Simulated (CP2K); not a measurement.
Input and output of a self-consistent single point for SrZn2Ge2 (I4/mmm, 5 atoms in the cell) (CP2K).

Level of theory: LDA (Pade form), GPW, TZVP-MOLOPT-SR-GTH basis, GTH-PADE potentials (GTH_POTENTIALS) (CP2K 2026.2).

```yaml
crystal:
  lattice:
    - [5.99001, 0.00000, 0.00000]
    - [2.89774, 5.24246, 0.00000]
    - [-4.44388, -2.62123, 3.04325]
  atoms:
    - { symbol: Sr, position: [0.00000, 0.00000, 0.00000] }
    - { symbol: Zn, position: [0.25000, 0.75000, 0.50000] }
    - { symbol: Zn, position: [0.75000, 0.25000, 0.50000] }
    - { symbol: Ge, position: [0.62041, 0.62041, 0.00000] }
    - { symbol: Ge, position: [0.37959, 0.37959, 0.00000] }
```

Reference input (self-consistent single point, DFT PBEsol, GPW, TZVP-MOLOPT-SR-GTH basis, GTH-PBE potentials (GTH_POTENTIALS)): CUTOFF = 600 Ry; REL_CUTOFF = 50 Ry; SMEAR/METHOD = FERMI_DIRAC; ELECTRONIC_TEMPERATURE = 1160.45 K; KPOINTS/SCHEME = MONKHORST-PACK 6 6 6; GAMMA_CENTERED = T; XC_FUNCTIONAL = PBE:PBESOL; Sr/BASIS_SET = TZVP-MOLOPT-SR-GTH; Sr/POTENTIAL = GTH-PBE-q10; Zn/BASIS_SET = TZVP-MOLOPT-SR-GTH; Zn/POTENTIAL = GTH-PBE-q12; Ge/BASIS_SET = TZVP-MOLOPT-SR-GTH. This run's input differs from it in these lines:

```diff
@@ -44,6 +44,3 @@
     &XC
-      &XC_FUNCTIONAL
-        &PBE
-          PARAMETRIZATION PBESOL
-        &END PBE
+      &XC_FUNCTIONAL PADE
       &END XC_FUNCTIONAL
@@ -80,3 +77,3 @@
       BASIS_SET TZVP-MOLOPT-SR-GTH
-      POTENTIAL GTH-PBE-q10
+      POTENTIAL GTH-PADE-q10
     &END KIND
@@ -84,3 +81,3 @@
       BASIS_SET TZVP-MOLOPT-SR-GTH
-      POTENTIAL GTH-PBE-q12
+      POTENTIAL GTH-PADE-q12
     &END KIND
@@ -88,3 +85,3 @@
       BASIS_SET TZVP-MOLOPT-SR-GTH
-      POTENTIAL GTH-PBE-q4
+      POTENTIAL GTH-PADE-q4
     &END KIND
```

Output, abridged:

```
 SCF WAVEFUNCTION OPTIMIZATION

  Step     Update method      Time    Convergence         Total energy    Change
     1 NoMix/Diag. 0.20E+00      -     1.25520233      -160.3496007053 -1.60E+02
     2 Broy./Diag. 0.20E+00      -     0.05447944      -161.4929940696 -1.14E+00
     3 Broy./Diag. 0.20E+00      -     0.09034922      -160.6005866265  8.92E-01
     4 Broy./Diag. 0.20E+00      -     0.04812688      -159.6807216558  9.20E-01
     5 Broy./Diag. 0.20E+00      -     0.03056631      -159.5122806312  1.68E-01
     6 Broy./Diag. 0.20E+00      -     0.00784485      -159.6832225951 -1.71E-01
   [... 9 lines left out ...]
    16 Broy./Diag. 0.20E+00      -     0.00000272      -159.7390800857  2.55E-05
    17 Broy./Diag. 0.20E+00      -     0.00000031      -159.7390611524  1.89E-05
    18 Broy./Diag. 0.20E+00      -     0.00000077      -159.7390529447  8.21E-06
    19 Broy./Diag. 0.20E+00      -     0.00000005      -159.7390502040  2.74E-06
  *** SCF run converged in    19 steps ***

  Overlap energy of the core charge distribution:               0.00000001188159
  Self energy of the core charge distribution:               -234.78706498347671
  Core Hamiltonian energy:                                     67.06756040355806
  Hartree energy:                                              32.25563459597291
  Exchange-correlation energy:                                -24.27384034119203
  Electronic entropic energy:                                  -0.00133989084976
  Fermi energy:                                                 0.25658218918372

  Total energy:                                              -159.73905020399403
  Total energy (extrapolated to T->0):                       -159.73838025856915

                     Mulliken Population Analysis

   [... lines left out ...]

 STRESS| Analytical stress tensor [bar]
 STRESS|                        x                   y                   z
 STRESS|      x       -1.40914783444E+02   1.15676435167E+03   7.14995884542E-02
 STRESS|      y        1.15676435167E+03  -1.42174647109E+03   1.14859581224E-01
 STRESS|      z        7.14995884542E-02   1.14859581224E-01  -2.09981234475E+03
 STRESS| 1/3 Trace                                            -1.22082453309E+03
```

The run converged in 19 iterations. Against the reference run the pressure goes from 4.64 to -0.12 GPa and the largest force goes from 0.061 to 0.001 eV/Å.

The starting cell comes from a database of computed structures (which also holds hypothetical and non-ambient phases and stackings), without a prior relaxation at this level. Its lattice was rescaled by a random factor within 2.5 % of one. Values carry the incompleteness of an atom-centred basis.

Cost on one core of a shared machine: roughly 3 min.
